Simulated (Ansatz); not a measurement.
The reference is ZnS in the zinc blende structure (space group F-43m, No. 216; a = 5.357 Å).

Calculations: PBEsol, PAW, 420 eV (Ansatz, a program for electronic structure; no SOC).

For the base:

| Item | Value |
|---|---|
| Valley order | Γ 2.09 eV; X along ⟨100⟩ 3.17 eV; L along ⟨111⟩ 3.24 eV |
| Lattice parameter a | 5.357 Å |

It is then changed as follows: a hydrostatic pressure of 9 GPa.

Estimate the effect on the valley order and lattice parameter a.

The valley order (the lowest conduction-band minima on the path, energy above the VBM, named in the base's zone) goes from Γ 2.09 eV; X along ⟨100⟩ 3.17 eV; L along ⟨111⟩ 3.24 eV to Γ 2.49 eV; X along ⟨100⟩ 2.94 eV; L along ⟨111⟩ 3.39 eV; the lattice parameter a shrinks by 0.1632 Å, from 5.357 Å to 5.193 Å.

The levels and masses belong to the bands next to the band gap. Load acts through the strain it causes; cell and atoms are relaxed under it. No phonon test of stability was made. Tetrahedral semiconductors of this kind turn to denser phases somewhere between about 1 and 50 GPa; those were not computed, so compressed cells here can lie past the real transition.
